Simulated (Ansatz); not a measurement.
Results of HSE06-D3(BJ) (PAW; Ansatz, a quantum-chemistry and plane-wave program) for antifluorite Be₂C.

Numerical settings: plane-wave cutoff 460 eV, 10×10×10 k mesh, Fermi–Dirac smearing 0.01 eV, scalar-relativistic PAW data made under PBE.

Computed points:

```csv
V (Å³/atom),E − E_lowest (meV/atom),P (GPa)
6.095,12.03,12.60
6.256,2.81,5.96
6.381,0.00,1.26
6.577,2.54,-5.28
6.707,8.44,-9.18
```

**Question.** Fit the third-order Birch–Murnaghan equation and give B0 and B′.

**Answer.** V0 = 6.417 Å³/atom, B0 = 224 GPa, B′ = 3.4 (fit to the energies at full precision).

Measured, for comparison: equilibrium volume per atom 6.81 Å³/atom (temperature not stated, not corrected to a static lattice; as tabulated in Freccero, Grin, Wagner, Dalton Trans. (2023), ESI). Computed (rounded) less measured: equilibrium volume per atom -5.7 %.

The computed numbers hold no vibrational or temperature effects.
